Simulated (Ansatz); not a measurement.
Consider CsPbBr₃ (space group R3m, No. 160; a = 8.474 Å, c = 10.462 Å (hexagonal axes); a hypothetical phase, not in the database extracts checked).

(Cell as relaxed with PBE.)

Levels (all Ansatz, a quantum-chemistry and plane-wave program, PAW): PBE (420 eV, no SOC); PBEsol (420 eV, spin-orbit coupling left out).

Each level relaxes its own structure.

```
base                      PBE    PBEsol
-------------------  --------  --------
volume per atom      43.38 Å³  40.73 Å³
lattice parameter a  847.4 pm  826.1 pm
band gap              1.81 eV   1.52 eV
```

The change: holes 5.0×10^21 cm⁻³, on a uniform background at fixed cell.

| quantity | PBE | PBEsol |
|---|---|---|
| Fermi level relative to the doped band's edge (positive inside the band; to 0.05 eV) | +0.90 eV | +1.10 eV |
| gap between the host's bands | 2.32 eV | 1.99 eV |
| largest internal atomic displacement | 0.441 Å | 0.331 Å |
| shift of the gap caused by the change | +0.51 eV | +0.47 eV |
| gap character | indirect, T → H₀–L (11 % along) | indirect, T → H₀–L (11 % along) |

PBE's Fermi level from band edge lies 0.20 eV below PBEsol's; PBE's gap between the host's bands lies 0.33 eV above PBEsol's; PBE's largest internal atomic displacement lies 0.110 Å above PBEsol's; PBE's shift of the gap caused by the change lies 0.04 eV above PBEsol's; the two agree on the gap character. Neither level is exact; PBEsol is the comparison here, not a measurement.

Charged cell with a jellium background: band edges are those of the host's band count, energies are not comparable with the neutral cell, and many-body gap narrowing is missing. Spin-orbit coupling, missing from the scalar runs, can matter with Pb. No phonon test of stability was made.
